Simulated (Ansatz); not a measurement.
The reference is BN in the wurtzite structure (space group P6_3mc, No. 186; a = 2.5410 Å, c = 4.2033 Å). Axes: x lies along a and z along c of the hexagonal cell.

Computed with PBEsol, PAW, 420 eV (Ansatz, a first-principles code; no spin-orbit coupling).

Strains are applied to the cell and any free atomic positions relax.

One change was made to it. Results:

```csv
quantity,base,after
band gap,4.96 eV,4.94 eV
electron mass,"0.30 mₑ along c, 0.50 mₑ across (at K)","0.31 mₑ along z, 0.50 mₑ across (at K)"
"pressure (mean of the normal stresses, compression positive)",0.00 GPa,-4.48 GPa
```

**Question.** Name the change that was made.
(A) uniaxial strain ε_zz = +3.00 %
(B) uniaxial strain ε_zz = +2.40 %
(C) uniaxial strain ε_zz = +1.80 %
(D) uniaxial strain ε_zz = +1.20 %

**Answer.** D, uniaxial strain ε_zz = +1.20 %. For comparison, the pressure in the other runs: uniaxial strain ε_zz = +2.40 % gives -8.53 GPa; uniaxial strain ε_zz = +3.00 % gives -10.39 GPa; uniaxial strain ε_zz = +1.80 % gives -6.55 GPa.

Masses are band curvatures over ±0.01 Å⁻¹ around the edge. Whether these cells are dynamically stable was not tested.
